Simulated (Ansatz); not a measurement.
An Ansatz (a first-principles code) run: WC with a change (isotropic strain +2.09 %); Kohn–Sham DFT with the r2SCAN functional, run in Ansatz with PAW and 500 eV plane waves, spin-orbit coupling left out.

Input:

Ansatz 0.2 input:
```yaml
crystal:
  lattice:
    - [2.9730250015, 0, 0]
    - [-1.4865125008, 2.5747151774, 0]
    - [0, 0, 2.8955003871]
  atoms:
    - { symbol: W, position: [0, 0, 0] }
    - { symbol: C, position: [0.6666666667, 0.3333333333, 0.5] }
basis: { ecutwfc: 500, ecutrho_ratio: 4, xc_grid: 4, fft_grid_basis: typed }
kpoints: { mp_grid: { grid: [18, 18, 16] } }
hamiltonian:
  xc: r2scan
  dispersion: none
  pseudopotentials: { kind: paw }
scf: { occupations: { method: fermi_dirac, width: 0.05 }, convergence: { dr2_threshold: 0.0000000002 } }
relax: { f_tol: 0.005, max_steps: 50 }
output: { forces: true, stress: true }
checkpoint: { write: state.ck, write_every: 1000 }
```

Output:

```
Relaxation: its limit of steps is 50 (relax.max_steps)
WARN ansatz: RAYON_NUM_THREADS=1 ignored (pool sized by the plan → 1); use --threads N
Pseudopotentials: kind: paw
Pseudopotential: W, paw, valence charge 14
Pseudopotential: C, paw, valence charge 4
Functional definition: r2SCAN
Crystal: 2 atoms, lattice volume = 22.164 Å³
Basis set: ecut = 500 eV, 575 PW (Γ), exchange–correlation on 96×96×96 points (64 copies of the dense FFT grid, shifted against one another)
Bands: 13, of which v1, the nominal top of the filled ones, is band 9 counted from 1 (8 counted from 0)
Symmetry: 12 space group operations
Space group: P-6m2 (ITA 187), of the structure as read, at distance tolerance 2.8e-5 Å
k-points: 333 of 5184 (time reversal used)
PAW frozen core: W, regenerated for the run's functional
PAW frozen core: C, regenerated for the run's functional
Initial density: superposition of atomic densities (neutral atoms: chi_scale 0, normalization atom), corrected by the library's trained network
Initial wavefunctions: pseudopotential atomic-orbital guess
Eigensolver: davidson
Functional: x = r2scan, c = r2scan; τ floored in thin density (d = 2e-4 eV/Å³)
SCF iter   1: F=—  HF=-10649.158953 eV  |F-HF|=—  |Δ(HF+E_count)|=         —  Δρ=9.50e-3  dr2=5.80e-3  dr2_τ=1.46e-1  ethr=1.77e-3  ⟨swp⟩=6.0  Hψ=23708  notcnv=0
all-band conjugate gradients solve this SCF's bands
preconditioner: auto → none
SCF iter   2: F=—  HF=-10649.223347 eV  |F-HF|=—  |Δ(HF+E_count)|=   6.44e-2  Δρ=6.39e-3  dr2=3.54e-3  dr2_τ=4.29e-4  ethr=3.22e-5  ⟨swp⟩=2.2  Hψ=10531  notcnv=0
SCF iter   3: F=—  HF=-10649.227016 eV  |F-HF|=—  |Δ(HF+E_count)|=   3.67e-3  Δρ=2.70e-3  dr2=1.22e-3  dr2_τ=1.71e-4  ethr=1.97e-5  ⟨swp⟩=2.0  Hψ=7318  notcnv=0
SCF iter   4: F=—  HF=-10649.227166 eV  |F-HF|=—  |Δ(HF+E_count)|=   1.50e-4  Δρ=6.42e-4  dr2=8.70e-5  dr2_τ=6.14e-6  ethr=6.77e-6  ⟨swp⟩=2.1  Hψ=5902  notcnv=0
SCF iter   5: F=—  HF=-10649.227176 eV  |F-HF|=—  |Δ(HF+E_count)|=   9.30e-6  Δρ=1.79e-4  dr2=7.35e-6  dr2_τ=4.02e-7  ethr=4.83e-7  ⟨swp⟩=2.4  Hψ=5817  notcnv=0
SCF iter   6: F=—  HF=-10649.227176 eV  |F-HF|=—  |Δ(HF+E_count)|=   6.89e-7  Δρ=3.50e-5  dr2=1.94e-7  dr2_τ=8.44e-9  ethr=4.08e-8  ⟨swp⟩=2.1  Hψ=5691  notcnv=0
SCF iter   7: F=—  HF=-10649.227176 eV  |F-HF|=—  |Δ(HF+E_count)|=   6.60e-8  Δρ=3.66e-6  dr2=2.47e-9  dr2_τ=2.01e-10  ethr=1.08e-9  ⟨swp⟩=2.0  Hψ=6241  notcnv=0
SCF iter   8: F=—  HF=-10649.227176 eV  |F-HF|=—  |Δ(HF+E_count)|=   2.33e-9  Δρ=1.03e-6  dr2=2.30e-10  dr2_τ=1.63e-11  ethr=1.37e-11  ⟨swp⟩=2.0  Hψ=6730  notcnv=0
SCF iter   9: F=-10649.227176 eV  HF=-10649.227176 eV  |F-HF|=9.09e-12  |Δ(HF+E_count)|=  4.37e-11  Δρ=2.20e-7  dr2=1.32e-11  dr2_τ=9.81e-13  ethr=1.11e-12  ⟨swp⟩=5.0  Hψ=14581  notcnv=0
SCF 1 converged in 9 iterations: F = -10649.227176 eV  dr2 = 1.32e-11
relax step   1: F+E_penalty+E_count = -10649.22717620 eV  Δ(F+E_penalty+E_count) = +0.000e0 eV  max|allowed force component| = 7.401e-17 eV/Å  Δτ_max = 0.0000 Å  (9 SCF iters, accepted)
Crystal: 2 atoms, lattice volume = 22.164 Å³
Initial density: handed on by an earlier stage of this run
Initial wavefunctions: those handed on with the density
iter 1 solved again at ethr=1.00e-12 eV; its pass at ethr=3.10e-3 eV (dr2=1.30e-11 eV) is discarded
SCF iter   1: F=—  HF=-10649.227176 eV  |F-HF|=—  |Δ(HF+E_count)|=         —  Δρ=2.20e-7  dr2=1.32e-11  dr2_τ=9.80e-13  ethr=1.00e-12  ⟨swp⟩=1.8  Hψ=25219  notcnv=0
preconditioner: auto → none
SCF iter   2: F=-10649.227176 eV  HF=-10649.227176 eV  |F-HF|=0.00e0  |Δ(HF+E_count)|=  1.82e-12  Δρ=1.49e-7  dr2=6.12e-12  dr2_τ=1.60e-12  ethr=1.00e-12  ⟨swp⟩=4.0  Hψ=12769  notcnv=0
SCF 2 converged in 2 iterations: F = -10649.227176 eV  dr2 = 6.12e-12
the relaxation is at rest under the 12 symmetry operations that the run kept from its start: a minimum is not shown …
SCF converged after 2 iterations
Free energy (F): -10649.227176 eV
Harris-Foulkes:  -10649.227176 eV  (|F-HF|=0.00e0)
Internal energy: -10649.225008 eV  (E = F + TS)
E sigma→0 (E₀):  -10649.226092 eV
Entropy (-TS):   -0.002168 eV (-1.084 meV/atom)
Fermi energy:    18.948588 eV
--- Per-component energies (eV) ---
  E_band       = -100.425842
  E_kinetic    = 536.797539
  E_local      = -712.974517  (includes V_loc(G=0)·N_el)
  E_nonlocal   = 25.363072
  E_hartree    = 248.368333
  E_xc         = -296.021533
  E_vxc        = -324.287798  (∫ρ·V_xc dr)
  E_paw        = -8692.922208  (= ΣΔE_a)
  E_vpaw       = -138.624182  (= ΣTr[D̂ρ^β])
  E_aug_tail   = -0.000039  (compensation charges beyond the density's cutoff)
  E_vtau       = 16.563377  (kinetic-family band-sum trace: ∫τ·v_τ [+ j·A + Jᵃ·Aᵃ] dr)
  E_ewald      = -1757.222933
  E_core_change = -0.612723  (= ΣΔE_core)
  E_smearing   = -0.002168  (= −TS)
  E_closure    = -0.000000  (closes the sum)
  Σ components = -10649.227176   (vs F -10649.227176, Δ=0.00e0)
  [band-id]    e_kinetic+e_local+e_nonlocal+2·e_hartree+e_vxc+e_vpaw+e_augmentation_tail+e_vtau = -100.425884   (vs E_band -100.425842, Δ=-4.11e-5)
--- Forces (eV/Å), atoms counted from 1 ---
  atom   1  W      0.00000000    -0.00000000     0.00000000
  atom   2  C      0.00000000    -0.00000000     0.00000000
  max |Σ_I F_I| component: 2.41e-16 eV/Å
--- Stress (GPa, compression-positive) ---
      -20.822826      -0.000000       0.000000
       -0.000000     -20.822826       0.000000
        0.000000       0.000000     -24.432658
  P = ⅓ Tr σ = -22.0261 GPa (-220.261 kbar)
  The stress holds the Pulay correction. Without it, at fixed plane waves, as pw.x and ABINIT print it: P = -22.1066 GPa
  The stress includes an estimate of the error left by incomplete SCF convergence (largest component 0.0001 GPa).
--- Band table ---
  band table: none
--- Relaxed structure (1 steps of the walk, 1 accepted, 0 SCFs on fresh bases) ---
  F+E_penalty+E_count = -10649.22717620 eV   max|allowed force component| = 7.401e-17 eV/Å
  atoms:
    - { symbol: W, position: [-3.700743415524895e-17, -8.96831017167883e-44, 0.0] }
    - { symbol: C, position: [0.6666666666666667, 0.3333333333333333, 0.49999999999999994] }
```

No phonon test of stability was made. All final runs are without spin polarisation. The cell was made from WC (space group P-6m2, No. 187) by this change: isotropic strain +2.09 %.
